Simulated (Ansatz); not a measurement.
Functionals compared on a constructed model of the (111) surface of fcc Rh, a pseudomorphic layer of Ir in the host's stacking (bottom of the slab: a bare face, its two planes held), in Ansatz (plane waves, PAW). The structure was relaxed with PBE; the other rows are single points on it. Cutoff 420 eV (500 eV for r2SCAN).

Set-up: 7 atoms, 13.6 Å thick at the start with caps and adatoms (thin: gaps and levels are the slab's own); mesh 16x16x1; 0.1 eV smearing; dipole correction on; 2 atoms held, the rest relaxed; symmetry of the start imposed; no spin, no spin-orbit, no U. In PBE it is, or lies within 0.01 eV a 1x1 cell of, the lowest of the 2 structures of its composition computed so far; subsurface sites and larger cells were not tried. These notes are the PBE run's.

```json
[
 {"functional": "PBE", "work function of the top face (eV)": "5.49", "rough cost of the single point": "–"},
 {"functional": "RPBE", "work function of the top face (eV)": "5.34", "rough cost of the single point": "around 15 core-seconds (rough)"},
 {"functional": "r2SCAN", "work function of the top face (eV)": "[?]", "rough cost of the single point": "roughly 40 core-seconds"}
]
```

**Question.** Fill in the missing entries.

**Answer.** 
- r2SCAN, work function of the top face (eV): 5.55

Ansatz is a program for electronic structure.
